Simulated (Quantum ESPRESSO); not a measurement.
**Several settings converged on Tc (P-3m1, 2 atoms in the cell)**

```xyz
2
Lattice="2.7263 0.0000 0.0000 -1.3632 2.3610 0.0000 0.0000 0.0000 4.3681" Properties=species:S:1:pos:R:3 pbc="T T T"
Tc     0.0000     1.5740     1.1420
Tc     1.3632     0.7870     3.2760
```

Base method: PBEsol, GBRV 1.5 ultrasoft (PBESOL) pseudopotentials (plane waves; Quantum ESPRESSO).

Base settings: ecutwfc = 40 Ry; ecutrho = 320 Ry; occupations = smearing; smearing = gaussian; degauss = 0.0073499 Ry; potentials = {Tc: tc_pbesol_v1.uspp.F.UPF}; K_POINTS = automatic 5 5 3 0 0 0; conv_thr = 1e-10 Ry; mixing_beta = 0.7.

The count of work is k-points × plane waves × bands × iterations; it is no time. 

**The cutoff for other potential files**

Level: DFT, PBEsol, plane waves, SSSP 1.1.2 efficiency (PBE) pseudopotentials.

In this ladder: ecutrho = default; pseudopotentials = {Tc: Tc_ONCV_PBE-1.0.oncvpsp.upf}; input_dft = pbesol.

The second cell is the first with its lattice scaled by 0.98.

The mesh stays at the base's, so the ladder's end is converged at best in this setting alone.

Only quantities that move along the ladder and can be compared are tabulated.

```tsv
ecutwfc	free energy less the last step's (meV/atom)	energy of the compressed cell less the first (meV/atom)	pressure (GPa)	largest difference of a force vector from the last step's (eV/Å)	count of work / last
27 Ry	103.50	49.31	-14.21	0.019	0.11
33 Ry	8.55	45.72	-1.93	0.000	0.13
42 Ry	6.12	45.67	-1.83	0.000	0.19
51 Ry	5.03	45.54	-1.93	0.001	0.28
60 Ry	1.43	45.55	-1.96	0.000	0.35
72 Ry	0.07	45.43	-1.84	0.000	0.47
90 Ry	0.02	45.43	-1.84	0.000	0.65
120 Ry	0.00	45.43	-1.84	0.000	1.0
```

Coarsest ecutwfc that holds the pressure within 0.1 GPa of the last step, with all finer ones: 72 Ry; the step before is off by 0.12 GPa.

Coarsest ecutwfc that holds the free energy within 2 meV/atom of the last step, with all finer ones: 60 Ry, at 0.35 of the last step's count of work; the step before is off by 5.0 meV/atom.

Coarsest ecutwfc that holds the energy of the compressed cell less the first within 2 meV/atom of the last step, with all finer ones: 33 Ry, at 0.13 of the last step's count of work; the step before is off by 3.9 meV/atom.

The energy difference between the two cells stays within 1 meV/atom of the last step's from 33 Ry on, the total only from 72 Ry on: much of the error is common to both cells and cancels.

At the lowest cutoff the pressure lies 12.4 GPa under the last step's, the usual sign of Pulay stress in an incomplete plane-wave basis.

**The density cutoff**

The second cell is the first with its lattice scaled by 0.98.

The mesh stays at the base's, so the ladder's end is converged at best in this setting alone.

Only quantities that move along the ladder and can be compared are tabulated.

| ecutrho | free energy less the last step's (meV/atom) | energy of the compressed cell less the first (meV/atom) | pressure (GPa) | largest difference of a force vector from the last step's (eV/Å) |
|---|---|---|---|---|
| 80 Ry | -64.73 | 27.18 | 4.38 | 0.017 |
| 120 Ry | 0.03 | 42.63 | -2.56 | 0.000 |
| 160 Ry | 0.50 | 42.53 | -2.61 | 0.000 |
| 200 Ry | 0.34 | 42.50 | -2.59 | 0.000 |
| 240 Ry | 0.27 | 42.50 | -2.60 | 0.000 |
| 320 Ry | 0.08 | 42.52 | -2.62 | 0.000 |
| 400 Ry | 0.01 | 42.51 | -2.58 | 0.000 |
| 480 Ry | 0.04 | 42.49 | -2.61 | 0.000 |
| 640 Ry | 0.00 | 42.50 | -2.60 | 0.000 |

Coarsest ecutrho that holds the free energy within 2 meV/atom of the last step, with all finer ones: 120 Ry; the step before is off by 65 meV/atom.

Coarsest ecutrho that holds the energy of the compressed cell less the first within 2 meV/atom of the last step, with all finer ones: 120 Ry; the step before is off by 15 meV/atom.

Coarsest ecutrho that holds the pressure within 0.5 GPa of the last step, with all finer ones: 120 Ry; the step before is off by 7.0 GPa.

**The relaxed cell against the cutoff**

On Tc (P6_3/mmc, 2 atoms in the cell): atoms on their sites.

In this ladder: calculation = vc-relax; tprnfor = default; tstress = default. Moved along: ecutrho.

The mesh stays at the base's, so the ladder's end is converged at best in this setting alone.

Only quantities that move along the ladder and can be compared are tabulated.

```tsv
ecutwfc	relaxed volume (Å³/atom)	relaxation steps
20 Ry	12.751	3
24 Ry	13.737	3
28 Ry	13.945	4
34 Ry	13.901	5
40 Ry	13.938	4
48 Ry	13.930	4
60 Ry	13.933	4
80 Ry	13.935	4
```

Coarsest ecutwfc that holds the relaxed volume within 0.028 Å³/atom of the last step, with all finer ones: 40 Ry; the step before is off by 0.034 Å³/atom.

At the lowest cutoff the cell relaxes to a volume 8.5 % smaller than at the highest.

On the base run: the starting cell has typed, rounded lattice constants, without a prior relaxation at this level. Its lattice was rescaled by up to half a per cent. One atom was moved a little off its site on purpose. Spin polarisation is off. Without a gap this mesh is coarse (it stands for a supercell whose shortest vector is 13 Å).
